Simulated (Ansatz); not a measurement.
Data:

```
CELL_PARAMETERS angstrom
      4.07142     0.00000     0.00000
      0.00000     4.07142     0.00000
      0.00000     0.00000     4.07142
ATOMIC_POSITIONS crystal
  Zr 0.00000 0.00000 0.00000
  Al 0.00000 0.50000 0.50000
  Al 0.50000 0.00000 0.50000
  Al 0.50000 0.50000 0.00000
```

The numbers are results of PBEsol, DFPT electron-phonon coupling, linearised Boltzmann equation (plane waves, PAW, scalar-relativistic; Ansatz, a program for electronic structure), not measurements. Cell: relaxed with this functional, without spin-orbit coupling.

Predict the intrinsic resistivity at 300 K.

9.5 μΩ·cm.

And the electrons' mean free path at that temperature?

10.7 nm, weighted by the current that each state carries. Wires not much wider than this gain resistivity from their walls.

A metal at this level (no band gap). Only scattering by harmonic phonons is included (no impurities, grain boundaries, electron-electron scattering or thermal expansion). Spin-orbit coupling is left out. The squared frequency of the phonon mode least converged on the k mesh is uncertain by about 11 %. Halving the electron mesh (20x20x20) moves the resistivity by up to 11 % at 300 K, the mean free path by up to 5 %. Smearing 0.20 eV; phonons on a 4x4x4 q mesh, which this run doesn't test.

Computed structure with no diffraction record at hand here (it may be known, metastable or hypothetical): ZrAl3 (Pm-3m).
